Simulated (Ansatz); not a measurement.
By PBEsol, the system below comes out a metal.

Without scattering a metal conducts by its projected Fermi surface.

Here is the system:

```xyz
2
Lattice="2.8583 0.0000 0.0000 -1.4291 2.4753 0.0000 0.0000 0.0000 2.7827" Properties=species:S:1:pos:R:3 pbc="T T T"
W      0.0000     0.0000     0.0000
C      1.4291     0.8251     1.3913
```

Space group of this cell: P-6m2. The cell is strained (all lengths scaled by 0.98); by PBEsol its mean pressure is 19.9 GPa.

The current flows along the normal of the first two printed cell vectors, the (001) plane of the conventional cell. No spin-orbit coupling; the value is a mean over 0.1 eV about the Fermi level.

Question: Compute, with PBEsol (Ansatz, a program for electronic structure), the ballistic conductance per area.

Answer: 0.26 × 10¹⁵ S/m² for both spins.
